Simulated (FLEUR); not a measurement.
Worked example: self-consistent single point of SnSb (Fm-3m, 2 atoms in the cell) in FLEUR.

Level of theory: PBEsol, all-electron FLAPW (FLEUR), scalar-relativistic valence with spin-orbit coupling in second variation run with FLEUR.

```yaml
crystal:
  lattice:
    - [0.00000, 3.06931, 3.06931]
    - [3.06931, 0.00000, 3.06931]
    - [3.06931, 3.06931, 0.00000]
  atoms:
    - { symbol: Sn, position: [0.50000, 0.50000, 0.50000] }
    - { symbol: Sb, position: [0.00000, 0.00000, 0.00000] }
```

Reference input (self-consistent single point, DFT, PBEsol, all-electron FLAPW (FLEUR), scalar-relativistic valence): Kmax = 3.8 1/bohr; GmaxXC = 15.2 1/bohr; xcFunctional = PBEs; jspins = 1; l_soc = F; mode = hist; fermiSmearingEnergy = 0.00367493 Htr; mesh (inpgen div1-3) = 12 12 12; inpgen gamma flag = true; Gmax = 15.2 1/bohr; numbands = 0; maxIterBroyd = 40. This run's input differs from it in these lines:

```diff
@@ -16,2 +16,3 @@
 &kpt div1=12 div2=12 div3=12 gamma=t /
+&soc 0.0 0.0 /
 &end /
@@ -29,5 +30,5 @@
       <magnetism jspins="1"/>
-      <soc l_soc="F" theta="0.0" phi="0.0" spav="F"/>
+      <soc l_soc="T" theta="0.0" phi="0.0" spav="F"/>
       <expertModes spex="0" secvar="F"/>
-      <geometryOptimization l_f="T" forcealpha="1.0" forcemix="BFGS" epsdisp="0.00001" epsforce="0.00001"/>
+      <geometryOptimization l_f="F" forcealpha="1.0" forcemix="BFGS" epsdisp="0.00001" epsforce="0.00001"/>
       <ldaU l_linMix="F" mixParam="0.05" spinf="1.0"/>
```

Log, with long lists cut:

```
 Iteration:     1   Distance:       3.12738306 me/bohr^3
 Iteration:     2   Distance:       2.92746728 me/bohr^3
 Iteration:     3   Distance:       1.34103093 me/bohr^3
 Iteration:     4   Distance:       0.36788098 me/bohr^3
 Iteration:     5   Distance:       0.32442458 me/bohr^3
   [... 8 lines left out ...]
 Iteration:    14   Distance:       0.00002210 me/bohr^3
 Iteration:    15   Distance:       0.00001101 me/bohr^3
 Iteration:    16   Distance:       0.00001232 me/bohr^3
 Iteration:    17   Distance:       0.00000988 me/bohr^3
 Run finished successfully
 Stop message:
   all done

[file out, last iteration]
             iter=     17
[...]
          total density-effective poten   -2.0991382680E+04
          total charge density-energy d   -3.3049749827E+02
 Updated energy parameters for spin:           1
[...]
 fermi energy and band-weighting factors:
   [... 9 lines left out ...]

[...]
FERMIE:
          first approx. to ef    (T=0)  :   0.261438 htr   (energy of the highest occ. eigenvalue)
          number of occ. states  (T=0)  :       7023
          first approx. to seigv (T=0)  : -24.762347 htr
          sum of weights of occ. states :  29.002315
          sum of semicore charge        :   0.000000 e
FERHIS:  Fermi-Energy by histogram:
          bandgap                     :   0.000000 htr
   [... lines left out ...]
          charge neutrality (T=0)     :   0.004630    (zero if the highest occ. eigenvalue is "entirely" occupied)
     EF_NEWTON:  Adjust Fermi-Energy by Newton-Method.
 Direct bandgap for spin            1 :    1.7088914783823322E-002  Htr
 ---->    free energy=                    -12657.2409558272 htr
   [... lines left out ...]
 TOTAL FORCE FOR ATOM TYPE=  2  X=  0.000   Y=  0.000   Z=  0.000
                       FX_TOT= 0.000000 FY_TOT= 0.000000 FZ_TOT= 0.000000
No new postions, force convergence required= 0.00001; max force distance= 0.00000
---->    distance of charge densities for spin  1                 it=   17:     0.000010 me/bohr**3
GENERALIZED ANDERSON MIXING: alpha=   0.05000 History-length=16
     ******* it= 17  is completed********
```

The run converged in 17 iterations. 

The starting cell comes from a database of computed structures (which also holds hypothetical and non-ambient phases and stackings), without a prior relaxation at this level. Values depend on the basis (sphere radii, cutoffs, local orbitals), which need not be converged. The log's line on a gap gives a spacing of levels on this mesh, which the program prints for metals too.

Cost on one core of a shared machine: roughly 4 min.
